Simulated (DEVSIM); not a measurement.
System: abrupt Si p-n junction, at 300 K.

```
layer (left to right)  material  thickness (μm)  Nd (cm⁻³)  Na (cm⁻³)   τn (s)   τp (s)
---------------------  --------  --------------  ---------  ---------  -------  -------
1                            Si           0.610          -     6.9e16  0.00034  0.00034
2                            Si             250     2.2e15          -  0.00034  0.00034
```

Left contact: ohmic. Right contact: ohmic. Voltage is applied to the left contact. Recombination: SRH at mid-gap, radiative, Auger. Mobility is μmin + (μ − μmin)/(1 + (N/Nref)^α).

The device is made up for the run: typed textbook-type constants, with dimensions and the other settings drawn at random. Values at 300 K.

```
parameter           Si
-------------  -------
gap (eV)         1.124
affinity (eV)     4.05
permittivity      11.7
Nc (cm⁻³)      2.86e19
Nv (cm⁻³)       3.1e19
μn (cm²/Vs)       1417
μp (cm²/Vs)        470
μn,min              52
μp,min              45
Nref,n          9.7e16
Nref,p          2.2e17
αn                0.68
αp                0.72
B (cm³/s)      4.7e-15
Cn (cm⁶/s)     2.8e-31
Cp (cm⁶/s)     9.9e-32
```

Model (solved in DEVSIM): 1D drift-diffusion, Boltzmann statistics, complete ionisation; no tunnelling, impact ionisation, image-force lowering or self-heating.

### Question
Give the dark forward current.

### Answer

```json
[
 {"V (V)": "0.05", "J (A/cm²)": "6.2e-10"},
 {"V (V)": "0.15", "J (A/cm²)": "3.3e-8"},
 {"V (V)": "0.30", "J (A/cm²)": "1.1e-5"},
 {"V (V)": "0.40", "J (A/cm²)": "0.00052"},
 {"V (V)": "0.55", "J (A/cm²)": "0.13"},
 {"V (V)": "0.65", "J (A/cm²)": "1.2"},
 {"V (V)": "0.75", "J (A/cm²)": "3.5"},
 {"V (V)": "0.90", "J (A/cm²)": "9.7"},
 {"V (V)": "1.00", "J (A/cm²)": "16"},
 {"V (V)": "1.10", "J (A/cm²)": "23"},
 {"V (V)": "1.25", "J (A/cm²)": "37"},
 {"V (V)": "1.35", "J (A/cm²)": "48"},
 {"V (V)": "1.50", "J (A/cm²)": "67"},
 {"V (V)": "1.60", "J (A/cm²)": "82"}
]
```
